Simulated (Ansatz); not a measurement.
Ansatz (an electronic-structure program) run on Li2MgZrO4 (P1, 8 atoms in the cell): self-consistent single point.

Method: LDA (PW92), PAW files made with PBE (plane waves; Ansatz).

The change in words: lattice scaled by 0.98. Reference geometry:
```
Li2MgZrO4
1.0
   -2.13118     2.13118     4.52144
    2.13118    -2.13118     4.52144
    2.13118     2.13118    -4.52144
Li Mg Zr O
2 1 1 4
Direct
  0.51007   0.49633   0.00461
  0.73799   0.24347   0.48966
  0.25383   0.74174   0.49903
  0.99986   0.99779   0.00690
  0.76415   0.77397   0.99969
  0.22434   0.22366   0.99029
  0.01402   0.52385   0.49907
  0.49574   0.99919   0.51075
```

Reference input (self-consistent single point, DFT, LDA (PW92), plane waves, PAW files made with PBE): kpoints.mp_grid.grid = 4 4 5; hamiltonian.xc = lda; hamiltonian.pseudopotentials = {kind: paw} (the program's default PAW files); scf.occupations.method = fermi_dirac; scf.occupations.width = 0.05 eV. This run's input differs from it in these lines:

```diff
@@ -3,5 +3,5 @@
   lattice:
-    - [-2.131185, 2.131185, 4.521435]
-    - [2.131185, -2.131185, 4.521435]
-    - [2.131185, 2.131185, -4.521435]
+    - [-2.088561, 2.088561, 4.431006]
+    - [2.088561, -2.088561, 4.431006]
+    - [2.088561, 2.088561, -4.431006]
   atoms:
```

Output, abridged:

```
SCF iter   1: F=—  HF=-8616.247451 eV  |F-HF|=—  |Δ(HF+E_count)|=         —  Δρ=5.99e-2  dr2=1.86e0  ethr=3.10e-3  ⟨swp⟩=6.1  Hψ=6510  notcnv=0
all-band conjugate gradients solve this SCF's bands
preconditioner: auto → none
SCF iter   2: F=—  HF=-8615.893783 eV  |F-HF|=—  |Δ(HF+E_count)|=   3.54e-1  Δρ=2.38e-2  dr2=2.53e-1  ethr=3.10e-3  ⟨swp⟩=2.0  Hψ=2923  notcnv=0  defer=101
   [... lines left out ...]
SCF iter   4: F=—  HF=-8615.930869 eV  |F-HF|=—  |Δ(HF+E_count)|=   3.28e-3  Δρ=8.11e-4  dr2=3.39e-4  ethr=1.28e-5  ⟨swp⟩=2.0  Hψ=2371  notcnv=0  defer=101
SCF iter   5: F=—  HF=-8615.930784 eV  |F-HF|=—  |Δ(HF+E_count)|=   8.56e-5  Δρ=1.41e-4  dr2=1.19e-5  ethr=6.52e-7  ⟨swp⟩=2.0  Hψ=2125  notcnv=0  defer=101
SCF iter   6: F=—  HF=-8615.930788 eV  |F-HF|=—  |Δ(HF+E_count)|=   4.26e-6  Δρ=3.75e-5  dr2=1.06e-6  ethr=2.28e-8  ⟨swp⟩=2.0  Hψ=2212  notcnv=0  defer=101
SCF iter   7: F=-8615.930788 eV  HF=-8615.930788 eV  |F-HF|=1.84e-8  |Δ(HF+E_count)|=   2.23e-7  Δρ=7.32e-6  dr2=3.13e-8  ethr=1.92e-10  ⟨swp⟩=11.4  Hψ=7260  notcnv=0
SCF 1 converged in 7 iterations: F = -8615.930788 eV  dr2 = 3.13e-8
Free energy (F): -8615.930788 eV
Internal energy: -8615.930788 eV  (E = F + TS)
E sigma→0 (E₀):  -8615.930788 eV
Fermi energy:    9.047712 eV
--- Forces (eV/Å), atoms counted from 1 ---
  atom   1  Li     0.09221291    -0.07750742     0.06140626
  atom   2  Li    -0.02099997     0.13142543    -0.14254520
  atom   3  Mg     0.21309024    -0.28358865     0.07866287
  atom   4  Zr    -0.04400709    -0.01830427     0.97753985
  atom   5  O     -0.18147677     0.19177607    -0.43359196
  atom   6  O      0.25344540     0.12692671     0.43053890
  atom   7  O     -0.22089462     0.12919045    -0.56199498
  atom   8  O     -0.09136404    -0.19992172    -0.40999735
--- Stress (GPa, compression-positive) ---
       -3.183977      -0.021970       0.492917
       -0.021969      -1.018083       0.313976
        0.492916       0.313976       1.474815
  P = ⅓ Tr σ = -0.9091 GPa (-9.091 kbar)
  The stress holds the Pulay correction. Without it, at fixed plane waves, as pw.x and ABINIT print it: P = -1.4200 GPa
```

The run converged in 7 iterations. Against the reference run the free energy falls by 22.2 meV/atom, the pressure goes from -10.37 to -0.91 GPa, the largest force goes from 0.897 to 0.979 eV/Å and the gap on the mesh goes from 3.053 to 3.220 eV.

The starting cell comes from a database of computed structures (which also holds hypothetical and non-ambient phases and stackings), without a prior relaxation at this level. Its atoms were displaced at random from the sites of space group no. 119. For this run, on top of that: lattice scaled by 0.98. Ansatz's pressure includes its estimate of the finite-basis (Pulay) stress. Without the estimate this run gives -1.42 GPa.

Keys are those of Ansatz 0.2.
